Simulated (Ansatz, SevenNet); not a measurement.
# How the volume per atom of TiSi2 (Cmcm, No. 63, 6 atoms in the cell; start mp-1077503; a measured phase of this formula has another space group) moves with the method

No measured value is used here.

```
level (code)         value (Å³/atom)
-------------------  ---------------
SevenNet-l3i5                  14.31
LDA (Ansatz)                   13.60
PBE (Ansatz)              (withheld)
PBE-D3(BJ) (Ansatz)       (withheld)
PBE-D4 (Ansatz)                13.87
r²SCAN (Ansatz)                14.16
r²SCAN-D4 (Ansatz)             14.00
```

Task: Fill in the missing entries.

Result: 
- PBE (Ansatz, a quantum-chemistry and plane-wave program), value (Å³/atom): 14.35
- PBE-D3(BJ) (Ansatz), value (Å³/atom): 13.68

The crystal itself was run without spin with LDA, PBE, PBE-D3(BJ), PBE-D4, r²SCAN, r²SCAN-D4; a magnetic state was not tried in these runs. SevenNet-l3i5, LDA, PBE, PBE-D3(BJ), PBE-D4, r²SCAN, r²SCAN-D4: the relaxation could not lower the start's symmetry, so the cell can be a saddle point above a distorted one. Ansatz's density-functional and Hartree–Fock values are scalar-relativistic unless marked +SOC, with PAW data made under PBE.

Machine-learned potentials (SevenNet-l3i5) are trained on DFT data: a solid inside that data is no test of them.

A start named mp-… is a Materials Project structure, which need not be a measured phase.
